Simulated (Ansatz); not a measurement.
# What Co → Sn does to AlCo

The parent structure is AlCo in the CsCl type structure (space group Pm-3m, No. 221; a = 2.8239 Å; weakly magnetic (sensitive to the mesh)).

Perturbation: Sn takes the place of Co on all its sites; the structure is relaxed again.

Calculations: r2SCAN, PAW, 500 eV (Ansatz, a program for electronic structure; no spin-orbit coupling). k-mesh 13×13×13 (Γ-centred); smearing 0.05 eV (Fermi–Dirac), for the changed cell.

The density shrinks by 0.83 g/cm³ (6.34 g/cm³ → 5.51 g/cm³) and the lattice parameter a grows by 0.704 Å, from 2.824 Å to 3.528 Å. The space group is still Pm-3m (No. 221) and the shortest interatomic distance increases by 0.6098 Å, from 2.446 Å to 3.055 Å. The band gap stays zero.

Final structure:

```xyz
2
Lattice="3.5281 0.0000 0.0000 0.0000 3.5281 0.0000 0.0000 0.0000 3.5281" Properties=species:S:1:pos:R:3 pbc="T T T"
Al     0.0000     0.0000     0.0000
Sn     1.7640     1.7640     1.7640
```

The magnetic state is the one reached from the starting moments; the real material's order can differ, and small cells can't hold many antiferromagnetic ones. No phonon test of stability was made. As relaxed here, AlSn is a hypothetical phase, not in the database extracts checked. Starting moments died away, wholly or in part, for the base; another magnetic solution may exist.
